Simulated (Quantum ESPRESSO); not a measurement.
# Parameter sweep on Mg3Co (Fm-3m, 4 atoms in the cell)

```
CELL_PARAMETERS angstrom
      0.00000     3.25418     3.25418
      3.25418     0.00000     3.25418
      3.25418     3.25418     0.00000
ATOMIC_POSITIONS crystal
  Mg 0.25000 0.25000 0.25000
  Mg 0.75000 0.75000 0.75000
  Mg 0.50000 0.50000 0.50000
  Co 0.00000 0.00000 0.00000
```
Moments meant for the start (each program seeds them in its own way; μB, in the order of the atoms Mg Mg Mg Co): 0.0 0.0 0.0 3.0.

Base run A: PBEsol, PseudoDojo standard norm-conserving (PBESOL) pseudopotentials (Quantum ESPRESSO 7.5), self-consistent single point.

Its settings: ecutwfc = 100 Ry; occupations = smearing; smearing = fermi-dirac; degauss = 0.0036749 Ry; nspin = 2; potentials = {Mg: Mg.upf, Co: Co.upf}; K_POINTS = automatic 5 5 5 0 0 0; conv_thr = 1e-09 Ry; mixing_beta = 0.3.

The starting cell comes from a database of computed structures (which also holds hypothetical and non-ambient phases and stackings), without a prior relaxation at this level. The moments shrank to a small part of their start, a low-spin state that need not be the lowest.

Total energies depend on the potentials, the functional and any Hubbard or dispersion term, so they are compared only between runs that share all of them.

Run A gave: pressure (GPa) -1.61; size of the net moment (μB/atom) 0.12.

Runs:
- B: input_dft: default → rpbe; potentials: PseudoDojo standard norm-conserving (PBE) [RPBE]
- C: input_dft: default → revpbe; potentials: PseudoDojo standard norm-conserving (PBE) [revPBE]
- D: input_dft: default → blyp; potentials: PseudoDojo standard norm-conserving (PBE) [BLYP]
- E: input_dft: default → wc; potentials: PseudoDojo standard norm-conserving (PBE) [Wu-Cohen GGA]
- F: input_dft: default → pw91; potentials: PseudoDojo standard norm-conserving (PBE) [PW91]
- G: input_dft: default → vdw-df2; potentials: PseudoDojo standard norm-conserving (PBE) [vdW-DF2]
- H: input_dft: default → vdw-df-cx; potentials: PseudoDojo standard norm-conserving (PBE) [vdW-DF-cx]
- I: input_dft: default → rvv10; potentials: PseudoDojo standard norm-conserving (PBE) [rVV10]

Question: What does run H change against A?

Answer: The pressure goes from -1.61 to -0.78 GPa and the size of the net moment moves little (0.12 to 0.10 μB/atom).

Question: What does run D change against A?

Answer: The pressure goes from -1.61 to 1.09 GPa and the size of the net moment stays at 0.12 μB/atom.

Question: What does run C change against A?

Answer: The pressure goes from -1.61 to 2.27 GPa and the size of the net moment hardly changes (0.12 to 0.14 μB/atom).

| run | pressure (GPa) | size of the net moment (μB/atom) |
|---|---|---|
| A | -1.61 | 0.12 |
| B | 2.76 | 0.14 |
| C | 2.27 | 0.14 |
| D | 1.09 | 0.12 |
| E | -1.32 | 0.12 |
| F | 0.08 | 0.12 |
| G | 1.14 | 0.13 |
| H | -0.78 | 0.10 |
| I | 0.06 | 0.17 |
